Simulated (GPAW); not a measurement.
Equation of state of rutile-structure TiO2 (space group 136): energy against volume (GPAW, LDA)

```
TiO2
1.0
    4.41148     0.00000     0.00000
    0.00000     4.41148     0.00000
    0.00000     0.00000     2.84488
Ti O
2 4
Direct
  0.00000   0.00000   0.00000
  0.50000   0.50000   0.50000
  0.30500   0.30500   0.00000
  0.80500   0.19500   0.50000
  0.19500   0.80500   0.50000
  0.69500   0.69500   0.00000
```

Method: LDA (Perdew-Wang 92), GPAW PAW datasets LDA (gpaw-data 1.0.1) (plane waves; GPAW). Settings: mode = pw; ecut = 1040 eV; xc = LDA; kpts = 7 7 11; mesh shift (steps) = 0 0 0; occupations.name = fermi-dirac; occupations.width = 0.01 eV; nbands = -6; convergence.bands = -4; symmetry.symmorphic = false; symmetry.tolerance = 0.0005; maxiter = 120. The cell above is the first row's. The rows scale it uniformly. In all rows fractional positions and the k mesh are held. E is the free energy at the stated smearing, counted from the lowest row.

```csv
V (Å^3/atom),E (meV/atom)
9.227,75.88
9.428,43.81
9.629,21.07
9.829,6.74
10.030,0.00
10.230,0.09
10.431,6.33
10.632,18.12
10.832,?
```

The 8 complete rows are fitted with the third-order Birch-Murnaghan form, a cubic in V^(-2/3), E against V. With u = V^(-2/3) - 0.217, the rows have u = 0.010314, 0.007072, 0.003942, 0.000935, -0.001986, -0.004798, -0.007533, -0.010181. Least squares gives E = 3.851 + 2746.42·u + 409210·u² + 164201·u³. Residuals (row less fit): -0.009, 0.012, 0.024, -0.037, -0.009, 0.014, 0.017, -0.012; standard error 0.027 (degrees of freedom: 4). Its minimum lies at u = -0.003363, so V0 = (0.213637)^(-3/2) = 10.13. There d²E/du² = 815100 and d³E/du³ = 985200, so B0 = (4/9) × 10.13^(-7/3) × 815100 × 0.160218 = 262 GPa (the last factor turns the table's units into GPa), and B0' = 4 + (2/3) × 0.213637 × (985200)/815100 = 4.2. The program's pressures in the fitted runs (not shown) pass through zero at V = 10.12, 0.03 % from this V0.

Q: What does the fit predict for E at V = 10.832, and how far is the calculated value from it?

A: u = -0.012735, so E = 3.851 + 2746.42 × (-0.012735) + 409210 × (-0.012735)² + 164201 × (-0.012735)³ = 34.902 meV/atom. The calculation gives 34.90 meV/atom, which the fit meets to the printed digits. The row lies outside the fitted rows, so this is an extrapolation. From the scatter of the fitted rows alone, a prediction at this place has a standard error of 0.065 meV/atom, so the miss is 0.0 times that.

Carrying the step between the two nearest rows on in a straight line would have given 29.85, off by 5.05; series whose last step already gives the withheld value aren't shown. The scan was laid around a cell of about the measured size, scaled by a guess for this functional; axis ratios and inner coordinates come from that cell. The runs keep the symmetry of the cell, so they don't test it for distortions. The shape of the cell and the inner coordinates aren't relaxed, so V0 and B0 belong to this uniform scaling; a relaxed crystal lies no higher in energy and is usually softer (forces reach 0.69 eV/Å in these rows). Cutoffs and mesh are single choices, not tested for convergence of this quantity. Series with a scatter that would blur these digits, or in which a gap closes, are not shown. Nor are scans whose minimum lies at an end fitted in this form.
